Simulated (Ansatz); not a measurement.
Base system: NaLaO2 (space group R-3m, No. 166; a = 3.6459 Å, c = 16.5807 Å (hexagonal axes); a model cell, its experimental status unchecked). Axes: x lies along a and z along c of the hexagonal cell.

Computed with PBEsol/PAW in Ansatz (a first-principles code), spin-orbit coupling left out.

Base values:

| Property | Value |
|---|---|
| Shortest interatomic distance | 2.423 Å |
| Electron mass | 0.50 mₑ along c, 0.43 mₑ across (at Γ) |
| Smallest direct gap | 4.35 eV |

Perturbation: a pure shear with ε_xy = ε_yx = 0.0280, atoms relaxed at fixed cell.

Task: What happens to the stress, shortest interatomic distance, electron mass, energy relative to the base and smallest direct gap?

Result: The stress (xx, yy, zz, yz, xz, xy; compression positive) amounts to (-0.15, 0.05, 0.09, 0.07, 0.84, -3.15) GPa; the shortest interatomic distance drops by 0.018 Å (2.423 Å → 2.405 Å); the electron mass changes from 0.50 mₑ along c, 0.43 mₑ across (at Γ) to 0.50 mₑ along z, 0.43 mₑ across (at Γ); the energy increases by 8.8 meV/atom; the smallest direct gap falls by 0.073 eV (4.35 eV → 4.27 eV).

The cells carry an imposed strain or load. Effective masses come from finite differences of ±0.01 Å⁻¹. Whether these cells are dynamically stable was not tested.
